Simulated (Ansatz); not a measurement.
This Ansatz (a quantum-chemistry and plane-wave program) input is the reference run, Cu$_{3}$N (space group Pm-3m, No. 221), computed with PBEsol in Ansatz (plane waves to 420 eV, PAW, scalar-relativistic without spin-orbit coupling):

Ansatz 0.2 input:
```yaml
crystal:
  lattice:
    - [3.7649121945, 0, 0]
    - [0, 3.7649121945, 0]
    - [0, 0, 3.7649121945]
  atoms:
    - { symbol: N, position: [0, 0, 0] }
    - { symbol: Cu, position: [0.5, 0, 0] }
    - { symbol: Cu, position: [0, 0, 0.5] }
    - { symbol: Cu, position: [0, 0.5, 0] }
basis: { ecutwfc: 420, ecutrho_ratio: 4, xc_grid: 2, fft_grid_basis: typed }
kpoints: { mp_grid: { grid: [12, 12, 12] } }
hamiltonian:
  xc: pbesol
  dispersion: none
  pseudopotentials: { kind: paw }
scf: { occupations: { method: fermi_dirac, width: 0.05 }, convergence: { dr2_threshold: 0.0000000004 } }
output: { forces: true, stress: true }
```

Q: Write the input for this change: every lattice vector is stretched by 1.44 %; the atoms relax in the strained cell.

A: 
Ansatz 0.2 input:
```yaml
crystal:
  lattice:
    - [3.8191269301, 0, 0]
    - [0, 3.8191269301, 0]
    - [0, 0, 3.8191269301]
  atoms:
    - { symbol: N, position: [0, 0, 0] }
    - { symbol: Cu, position: [0.5, 0, 0] }
    - { symbol: Cu, position: [0, 0, 0.5] }
    - { symbol: Cu, position: [0, 0.5, 0] }
basis: { ecutwfc: 420, ecutrho_ratio: 4, xc_grid: 2, fft_grid_basis: typed }
kpoints: { mp_grid: { grid: [12, 12, 12] } }
hamiltonian:
  xc: pbesol
  dispersion: none
  pseudopotentials: { kind: paw }
scf: { occupations: { method: fermi_dirac, width: 0.05 }, convergence: { dr2_threshold: 0.0000000004 } }
relax: { f_tol: 0.005, max_steps: 50 }
output: { forces: true, stress: true }
checkpoint: { write: state.ck, write_every: 1000 }
```
This is the input that was run.

No phonon test of stability was made. The final runs are not spin-polarised.
